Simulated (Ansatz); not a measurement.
The reference is InSb in the zinc blende structure (space group F-43m, No. 216; a = 6.5191 Å).

Level of theory: PBEsol (Ansatz, a first-principles code), spin-orbit coupling left out.

One change was made to it. Results:

The lattice parameter a decreases by 0.095 Å (6.519 Å → 6.424 Å); the band gap stays zero.

### Question
Which of these changes matches the shifts?
A) pressure 9 GPa
B) pressure 0.9 GPa
C) pressure 2.1 GPa
D) pressure 22.5 GPa

### Answer
C, pressure 2.1 GPa. For comparison, the lattice parameter a in the other runs: pressure 22.5 GPa gives 5.951 Å; pressure 9 GPa gives 6.206 Å; pressure 0.9 GPa gives 6.475 Å.

With Sb present, leaving out spin-orbit coupling can change the band edges. Load acts through the strain it causes; cell and atoms are relaxed under it. Whether these cells are dynamically stable was not tested. Tetrahedral semiconductors of this kind turn to denser phases somewhere between about 1 and 50 GPa; those were not computed, so compressed cells here can lie past the real transition. All final runs are without spin polarisation. The zero or small gap of InSb can change with the level of theory.
